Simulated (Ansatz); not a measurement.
System: Cu-vacancy pair (Cu on one host Ru site, one Ru site vacant) in hcp Ru (neutral cell). Method: PBE, PAW (plane waves to 420 eV; Ansatz, a first-principles code).

Settings: 36 host sites, the relaxed PBE lattice, a 2×2×2 k-point mesh shifted by half a step along c, smearing 0.10 eV, spin-restricted, no image-charge correction. Static, classical nuclei. Forms of the defect that were not tried may lie lower.

Barriers: single points on a 4×4×4 k-point mesh shifted by half a step along c at the bands' geometries.

A. Cu and the vacancy change places (Cu-vacancy distance between ideal sites 2.72 Å throughout); the atom moves 2.68 Å along (-0.98, 0.00, 0.00) of the unit cell; the moving atom starts with neighbours 4 Ru at 2.67, 2 Ru at 2.67, 3 Ru at 2.75, 2 Ru at 2.76 Å and ends with 4 Ru at 2.67, 2 Ru at 2.67, 3 Ru at 2.75, 2 Ru at 2.76 Å; the start lies 0.11 eV above the lowest site run; saddle order first order.
B. Cu and the vacancy change places (Cu-vacancy distance between ideal sites 2.66 Å throughout); the atom moves 2.58 Å along (-0.65, -0.33, 0.48) of the unit cell; the moving atom starts with neighbours 2 Ru at 2.65, Ru at 2.67, 4 Ru at 2.71, 2 Ru at 2.74, 2 Ru at 2.76 Å and ends with 2 Ru at 2.65, Ru at 2.67, 4 Ru at 2.71, 2 Ru at 2.74, 2 Ru at 2.76 Å; saddle order first order.

**Question.** Put the candidates in order of forward barrier, lowest first, for PBE, PAW.

**Answer.** A (1.07 eV), B (1.19 eV)
